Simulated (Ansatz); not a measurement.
Worked calculations on one periodic cell of amorphous Si30N38O3: Si30N38O3, 71 atoms, volume 806.4 Å³, made by a melt-quench on the CHGNet potential and relaxed with DFT. O and N atoms were pushed apart under 1.9 Å during the dynamics, to hinder bonds among them. It is a model cell: composition and starting density were chosen by hand, and all elements were melted together. Cycles of charging were run to anneal it. The numbers are results of PBE, scalar-relativistic without spin-orbit coupling (plane waves to 420 eV, PAW; Ansatz, a program for electronic structure), not measurements. Sampling: a 2×2×2 Γ-centred mesh; Fermi-Dirac width 0.02 eV; no spin polarisation. Its volume was held where the quench left it, its shape was free, and it stands at a mean pressure of 1.9 GPa with stress components up to 2.0 GPa; the relaxation ran on the zone centre alone. Its density went from a set 2.93 to 2.93 g/cm³. The cell is small and was quenched far faster than a real film, so it is one sample of the glass.

Count formal charges (Si +4, N -3, O -2). What does the count lead one to expect at the Fermi level, and what does the calculation give?

30 × (+4) + 38 × (-3) + 3 × (-2) = 0. The charges balance, so the anion-derived valence states can be full and a gap can open. On this mesh the highest filled and lowest empty level lie 2.56 eV apart, the PBE gap of this cell, with a localised state at one edge or both.

Four energies for a hole at PBE on the zone centre alone (charged cells in a uniform background, spin-polarised): neutral at the neutral geometry -35421.603 eV; charged at the neutral geometry -35428.660 eV; charged and relaxed -35428.848 eV; neutral at the charged geometry -35421.131 eV.

Find the two relaxation energies and their sum, the reorganisation energy.

On charging: -35428.660 − (-35428.848) = 0.188 eV. On discharging: -35421.131 − (-35421.603) = 0.472 eV. The sum is 0.660 eV. The carrier's level spreads over 5 of the 71 atoms' worth, so it counts as localised, most on one N atom with neighbours Si 1.73 Å, Si 1.74 Å, Si 1.74 Å (neutral geometry). The values are uncorrected: the image energy of a point charge in this cell, 2.84 × 14.40 / (2 × 9.3) = 2.2 eV before screening, is screened by electrons alone at the fixed geometry and by ions too after relaxing, and the carrier can be spread before it relaxes, so each term can be off by up to that value times 1/ε∞, some tenths of an eV. PBE's self-interaction favours spread-out carriers, so a hybrid can localise more.
